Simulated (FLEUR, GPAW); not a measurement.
A GPAW input for a self-consistent single point of PbF4 (I4/mmm, 5 atoms in the cell) (DFT PBEsol, plane waves, GPAW PAW datasets PBEsol (made by gpaw-setup)):

```python
from ase import Atoms
from ase.units import GPa
from gpaw import GPAW, PW

atoms = Atoms(['Pb', 'F', 'F', 'F', 'F'],
              cell=[[-2.131585, 2.131585, 3.905237],
                    [2.131585, -2.131585, 3.905237],
                    [2.131585, 2.131585, -3.905237]],
              scaled_positions=[[0.000000, 0.000000, 0.000000],
                                [0.748150, 0.748150, 0.000000],
                                [0.251850, 0.251850, 0.000000],
                                [0.500000, 0.000000, 0.500000],
                                [0.000000, 0.500000, 0.500000]],
              pbc=True)

calc = GPAW(mode=PW(950),
            xc='PBEsol',
            kpts={'size': (6, 6, 6), 'gamma': True},
            occupations={'name': 'fixed-uniform'},
            nbands=-6,
            convergence={'density': 1e-05, 'bands': -4},
            symmetry={'symmorphic': False, 'tolerance': 0.0005},
            maxiter=120,
            txt='-')

atoms.calc = calc

energy = atoms.get_potential_energy()
print('Energy (eV):', round(energy, 6))
forces = atoms.get_forces()
print('Forces (eV/Ang):')
print(forces.round(5))
stress = atoms.get_stress()
print('Stress (GPa, Voigt):', (stress / GPa).round(4))
```

Problem. Give the FLEUR input for the same structure, mesh, smearing and functional.

Solution. This is the input that was run; spellings and numerical settings could be chosen otherwise.

Input of the input generator:

```
PbF4
&input film=f /
-2.1315850000 2.1315850000 3.9052370000
2.1315850000 -2.1315850000 3.9052370000
2.1315850000 2.1315850000 -3.9052370000
1.8897261246
1.0 1.0 1.0

5
82 0.0000000000 0.0000000000 0.0000000000
9 0.7481500000 0.7481500000 0.0000000000
9 0.2518500000 0.2518500000 0.0000000000
9 0.5000000000 0.0000000000 0.5000000000
9 0.0000000000 0.5000000000 0.5000000000

&comp jspins=1 /
&exco xctyp='PBEs' /
&kpt div1=6 div2=6 div3=6 gamma=t /
&end /
```

```xml
<?xml version="1.0" encoding="UTF-8" standalone="no"?>
<fleurInput fleurInputVersion="0.39">
   <comment>
      PbF4                                                                                                
   </comment>
   <calculationSetup>
      <cutoffs Kmax="4.8" Gmax="19.2" GmaxXC="19.2" numbands="0"/>
      <scfLoop itmax="60" minDistance="0.00001" maxIterBroyd="40" imix="Anderson" alpha="0.05" precondParam="0.0" spinf="2.0"/>
      <coreElectrons ctail="T" frcor="F" kcrel="0" coretail_lmax="0"/>
      <xcFunctional name="PBEs" relativisticCorrections="F"/>
      <magnetism jspins="1"/>
      <soc l_soc="F" theta="0.0" phi="0.0" spav="F"/>
      <expertModes spex="0" secvar="F"/>
      <geometryOptimization l_f="T" forcealpha="1.0" forcemix="BFGS" epsdisp="0.00001" epsforce="0.00001"/>
      <ldaU l_linMix="F" mixParam="0.05" spinf="1.0"/>
   </calculationSetup>
   <cell>
      <bzIntegration valenceElectrons="42.0" mode="hist" fermiSmearingEnergy="0.0001">
         <kPointListSelection listName="default-1"/>
         <!-- k-points included here -->
         <xi:include xmlns:xi="http://www.w3.org/2001/XInclude" href="kpts.xml"> </xi:include>
      </bzIntegration>
      <!-- symmetry operations included here -->
      <xi:include xmlns:xi="http://www.w3.org/2001/XInclude" href="sym.xml"> </xi:include>
      <bulkLattice scale="1.0">
         <bravaisMatrix>
            <row-1>   -4.0281118613054900     4.0281118613054900     7.3798283816545300</row-1>
            <row-2>    4.0281118613054900    -4.0281118613054900     7.3798283816545300</row-2>
            <row-3>    4.0281118613054900     4.0281118613054900    -7.3798283816545300</row-3>
         </bravaisMatrix>
      </bulkLattice>
   </cell>
   <atomSpecies>
      <species name="Lead (Pb)" element="Pb" atomicNumber="82">
         <mtSphere radius="2.21" gridPoints="781" logIncrement="0.017"/>
         <atomicCutoffs lmax="8" lnonsphr="6"/>
         <electronConfig flipSpins="F">
            <coreConfig>(1s1/2) (2s1/2) (2p1/2) (2p3/2) (3s1/2) (3p1/2) (3p3/2) (4s1/2) (3d3/2) (3d5/2) (4p1/2) (4p3/2) (5s1/2) (4d3/2) (4d5/2) (4f5/2) (4f7/2) (5p1/2) (5p3/2)</coreConfig>
            <valenceConfig>(6s1/2) (5d3/2) (5d5/2) (6p1/2) (6p3/2)</valenceConfig>
            <stateOccupation state="(6p1/2)" spinUp="0.3333333333333" spinDown="0.3333333333333"/>
            <stateOccupation state="(6p3/2)" spinUp="0.6666666666667" spinDown="0.6666666666667"/>
         </electronConfig>
         <energyParameters s="6" p="6" d="6" f="5"/>
         <lo type="SCLO" l="2" n="5" eDeriv="0"/>
      </species>
      <species name="Fluorine (F)" element="F" atomicNumber="9">
         <mtSphere radius="1.25" gridPoints="443" logIncrement="0.024"/>
         <atomicCutoffs lmax="6" lnonsphr="4"/>
         <electronConfig flipSpins="F">
            <coreConfig>(1s1/2)</coreConfig>
            <valenceConfig>(2s1/2) (2p1/2) (2p3/2)</valenceConfig>
            <stateOccupation state="(2p1/2)" spinUp="0.8333333333333" spinDown="0.8333333333333"/>
            <stateOccupation state="(2p3/2)" spinUp="1.6666666666667" spinDown="1.6666666666667"/>
         </electronConfig>
         <energyParameters s="2" p="2" d="3" f="4"/>
      </species>
   </atomSpecies>
   <atomGroups>
      <atomGroup species="Lead (Pb)">
         <relPos label="                   1">.0000000000 .0000000000 .0000000000</relPos>
         <force calculate="T" relaxXYZ="TTT"/>
      </atomGroup>
      <atomGroup species="Fluorine (F)">
         <relPos label="                   2">-.2518500000 -.2518500000 .0000000000</relPos>
         <relPos label="                   3">.2518500000 .2518500000 .0000000000</relPos>
         <force calculate="T" relaxXYZ="TTT"/>
      </atomGroup>
      <atomGroup species="Fluorine (F)">
         <relPos label="                   4">1.000/2.000 .0000000000 1.000/2.000</relPos>
         <relPos label="                   5">.0000000000 1.000/2.000 1.000/2.000</relPos>
         <force calculate="T" relaxXYZ="TTT"/>
      </atomGroup>
   </atomGroups>
   <output dos="F" band="F" slice="F">
      <checks vchk="F" cdinf="F"/>
      <bandDOS minEnergy="-.5*Htr" maxEnergy="0.5*Htr" sigma="0.015" storeEVData="T"/>
      <vacuumDOS vacdos="F" integ="F" star="F" nstars="0" locx1="0.0" locy1="0.0" locx2="0.0" locy2="0.0" nstm="0" tworkf="0.0"/>
      <unfoldingBand unfoldBand="F" supercellX="1" supercellY="1" supercellZ="1"/>
      <plotting iplot="0" polar="F">
         <plot TwoD="T" vec1="  1.0  0.0  0.0" vec2="  0.0  1.0  0.0" vec3="  0.0  0.0  1.0" zero="  0.0  0.0  0.0" file="plot"/>
      </plotting>
      <chargeDensitySlicing numkpt="0" minEigenval="0.0" maxEigenval="0.0" nnne="0" pallst="F"/>
      <specialOutput eonly="F"/>
      <magneticCircularDichroism mcd="F" energyLo="-10.0" energyUp="0.0"/>
   </output>
  <!-- We include the file relax.xml here to enable relaxations (see documentation) -->
  <xi:include xmlns:xi="http://www.w3.org/2001/XInclude" href="relax.xml"> <xi:fallback/> </xi:include>
</fleurInput>
```

Basis settings and potentials, where a program has them, do not carry over. This input uses DFT, PBEsol, all-electron FLAPW (FLEUR), scalar-relativistic valence.

The starting cell comes from a database of computed structures (which also holds hypothetical and non-ambient phases and stackings), without a prior relaxation at this level. Its lattice was rescaled by a random factor within 2.5 % of one. For this run, on top of that: lattice scaled by 0.98.
